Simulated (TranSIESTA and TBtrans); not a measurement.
Device: biphenyl-3,4'-diyl held by thiolate S between the apex atoms of two Al(100) rods. Leads: fcc Al rod along [100], layers of 5 and 4 atoms, a = 4.04 Å. Geometry: as built, not relaxed. Transport runs along z; the first 18 and the last 18 of the 91 atoms are the lead cells, repeated to infinity.

```xyz
91
Lattice="16.519 0.000 0.000 0.000 16.519 0.000 0.000 0.000 43.287" Properties=species:S:1:pos:R:3 pbc="F F T"
Al     8.259     8.259     0.000
Al    11.116     8.259     0.000
Al     8.259    11.116     0.000
Al     5.403     8.259     0.000
Al     8.259     5.403     0.000
Al     9.688     9.688     2.020
Al     6.831     9.688     2.020
Al     9.688     6.831     2.020
Al     6.831     6.831     2.020
Al     8.259     8.259     4.040
Al    11.116     8.259     4.040
Al     8.259    11.116     4.040
Al     5.403     8.259     4.040
Al     8.259     5.403     4.040
Al     9.688     9.688     6.060
Al     6.831     9.688     6.060
Al     9.688     6.831     6.060
Al     6.831     6.831     6.060
Al     8.259     8.259     8.080
Al    11.116     8.259     8.080
Al     8.259    11.116     8.080
Al     5.403     8.259     8.080
Al     8.259     5.403     8.080
Al     9.688     9.688    10.100
Al     6.831     9.688    10.100
Al     9.688     6.831    10.100
Al     6.831     6.831    10.100
Al     8.259     8.259    12.120
Al    11.116     8.259    12.120
Al     8.259    11.116    12.120
Al     5.403     8.259    12.120
Al     8.259     5.403    12.120
Al     9.688     9.688    14.140
Al     6.831     9.688    14.140
Al     9.688     6.831    14.140
Al     6.831     6.831    14.140
Al     8.259     8.259    16.160
S      7.225     6.675    17.468
C      7.641     7.548    18.974
C      6.766     8.508    19.492
C      7.090     9.191    20.668
C      8.295     8.920    21.342
C      9.168     7.951    20.812
C      8.841     7.271    19.635
C      8.640     9.644    22.592
C      8.379    11.022    22.716
C      8.706    11.702    23.893
C      9.295    11.017    24.958
C      9.559     9.649    24.850
S     10.309     8.771    26.218
C      9.235     8.964    23.672
H      5.833     8.724    18.986
H      6.389     9.918    21.059
H     10.111     7.732    21.297
H      9.524     6.531    19.237
H      7.939    11.577    21.897
H      8.505    12.762    23.978
H      9.544    11.551    25.867
H      9.430     7.901    23.609
Al     8.259     8.259    27.127
Al     9.688     9.688    29.147
Al     6.831     9.688    29.147
Al     9.688     6.831    29.147
Al     6.831     6.831    29.147
Al     8.259     8.259    31.167
Al    11.116     8.259    31.167
Al     8.259    11.116    31.167
Al     5.403     8.259    31.167
Al     8.259     5.403    31.167
Al     9.688     9.688    33.187
Al     6.831     9.688    33.187
Al     9.688     6.831    33.187
Al     6.831     6.831    33.187
Al     8.259     8.259    35.207
Al    11.116     8.259    35.207
Al     8.259    11.116    35.207
Al     5.403     8.259    35.207
Al     8.259     5.403    35.207
Al     9.688     9.688    37.227
Al     6.831     9.688    37.227
Al     9.688     6.831    37.227
Al     6.831     6.831    37.227
Al     8.259     8.259    39.247
Al    11.116     8.259    39.247
Al     8.259    11.116    39.247
Al     5.403     8.259    39.247
Al     8.259     5.403    39.247
Al     9.688     9.688    41.267
Al     6.831     9.688    41.267
Al     9.688     6.831    41.267
Al     6.831     6.831    41.267
```

Run with TranSIESTA and TBtrans (open boundaries, self-consistent; PseudoDojo norm-conserving potentials, scalar-relativistic): PAO.BasisSize SZP, PAO.EnergyShift 0.15 eV, XC.Authors PBE, Mesh.Cutoff 150 Ry, ElectronicTemperature 300 K, TS.Voltage 0.0 eV, TBT.Elecs.Eta 0.001 eV, no spin polarisation.

Energies count from the leads' Fermi level. Transmissions are for one spin of a degenerate pair. The energy step is 0.02 eV; narrower resonances are cut or missed.

```csv
E (eV),T
-0.20,0.000644
-0.16,0.000604
-0.12,0.000582
-0.08,0.000582
-0.04,0.000598
0.00,0.000628
0.04,0.000755
0.08,0.00116
0.12,0.00142
0.16,0.00168
0.20,0.00196
```

**Question.** Give the zero-bias conductance in μS and the resistance at 300 K.

**Answer.** At the Fermi level T = 0.000628. Averaged with −∂f/∂E over the full grid (kT = 25.9 meV) it is 0.000698. With G0 = 2e²/h = 77.48 μS, G = 0.0541 μS and R = 1/G = 18500 kΩ.

**Question.** Estimate the thermopower by Mott's formula S = −(π²/3)(kB²T/e) d ln T/dE from the rows at -0.04 and 0.04 eV.

**Answer.** d ln T/dE = 2.91 eV⁻¹ and (π²/3) kB²T/e = 7.33 μV/K · eV, so S = -21 μV/K; the full integral gives -33 μV/K, far from the estimate, as ln T isn't straight over a few kT. A negative sign means that T rises with energy over the thermal window.

**Question.** The eigenchannels at the Fermi level transmit 0.000619, 7.71e-6. What Fano factor of the shot noise follows at low temperature and bias?

**Answer.** F = Σ τ(1 − τ)/Σ τ = 0.000626/0.000627 = 1.00.

The leads' channel count changes near 0.03 eV, within the thermal window, so values at the Fermi level hang on where that band edge falls. Semilocal functionals put molecular levels too close to the Fermi level and tend to overestimate such conductances.
